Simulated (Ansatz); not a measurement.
Sr2P7Br (P2₁3, No. 198; cell taken from a computed entry) was calculated with r²SCAN (PAW; Ansatz, a quantum-chemistry and plane-wave program).

Settings: plane-wave cutoff 560 eV, 4×4×4 k mesh, Fermi–Dirac smearing 0.01 eV, scalar-relativistic PAW data made under PBE.

Cell (relaxed with PBEsol):

```yaml
crystal:
  lattice:
    - [9.70404, 0.00000, 0.00000]
    - [0.00000, 9.70404, 0.00000]
    - [0.00000, 0.00000, 9.70404]
  atoms:
    - { symbol: Sr, position: [0.64713, 0.14713, 0.35287] }
    - { symbol: Sr, position: [0.85287, 0.85287, 0.85287] }
    - { symbol: Sr, position: [0.14713, 0.35287, 0.64713] }
    - { symbol: Sr, position: [0.35287, 0.64713, 0.14713] }
    - { symbol: Sr, position: [0.91364, 0.41364, 0.08636] }
    - { symbol: Sr, position: [0.58636, 0.58636, 0.58636] }
    - { symbol: Sr, position: [0.41364, 0.08636, 0.91364] }
    - { symbol: Sr, position: [0.08636, 0.91364, 0.41364] }
    - { symbol: P, position: [0.46437, 0.96437, 0.53563] }
    - { symbol: P, position: [0.03563, 0.03563, 0.03563] }
    - { symbol: P, position: [0.96437, 0.53563, 0.46437] }
    - { symbol: P, position: [0.53563, 0.46437, 0.96437] }
    - { symbol: P, position: [0.22011, 0.94053, 0.12027] }
    - { symbol: P, position: [0.27989, 0.05947, 0.62027] }
    - { symbol: P, position: [0.72011, 0.55947, 0.87973] }
    - { symbol: P, position: [0.77989, 0.44053, 0.37973] }
    - { symbol: P, position: [0.12027, 0.22011, 0.94053] }
    - { symbol: P, position: [0.62027, 0.27989, 0.05947] }
    - { symbol: P, position: [0.87973, 0.72011, 0.55947] }
    - { symbol: P, position: [0.37973, 0.77989, 0.44053] }
    - { symbol: P, position: [0.94053, 0.12027, 0.22011] }
    - { symbol: P, position: [0.05947, 0.62027, 0.27989] }
    - { symbol: P, position: [0.55947, 0.87973, 0.72011] }
    - { symbol: P, position: [0.44053, 0.37973, 0.77989] }
    - { symbol: P, position: [0.19694, 0.88708, 0.73447] }
    - { symbol: P, position: [0.30306, 0.11292, 0.23447] }
    - { symbol: P, position: [0.69694, 0.61292, 0.26553] }
    - { symbol: P, position: [0.80306, 0.38708, 0.76553] }
    - { symbol: P, position: [0.73447, 0.19694, 0.88708] }
    - { symbol: P, position: [0.23447, 0.30306, 0.11292] }
    - { symbol: P, position: [0.26553, 0.69694, 0.61292] }
    - { symbol: P, position: [0.76553, 0.80306, 0.38708] }
    - { symbol: P, position: [0.88708, 0.73447, 0.19694] }
    - { symbol: P, position: [0.11292, 0.23447, 0.30306] }
    - { symbol: P, position: [0.61292, 0.26553, 0.69694] }
    - { symbol: P, position: [0.38708, 0.76553, 0.80306] }
    - { symbol: Br, position: [0.09751, 0.59751, 0.90249] }
    - { symbol: Br, position: [0.40249, 0.40249, 0.40249] }
    - { symbol: Br, position: [0.59751, 0.90249, 0.09751] }
    - { symbol: Br, position: [0.90249, 0.09751, 0.59751] }
```

Problem. Predict the band gap, smallest direct gap on the k points sampled and direct gap at Γ.

Solution. 
- band gap: 2.31 eV
- smallest direct gap on the k points sampled: 2.34 eV
- direct gap at Γ: 2.42 eV

Note: cell and atoms aren't relaxed at this level (largest force component 0.17 eV/Å, pressure 1.7 GPa).

Spin–orbit coupling is not included.

Computing time: very roughly 21 core-minutes.
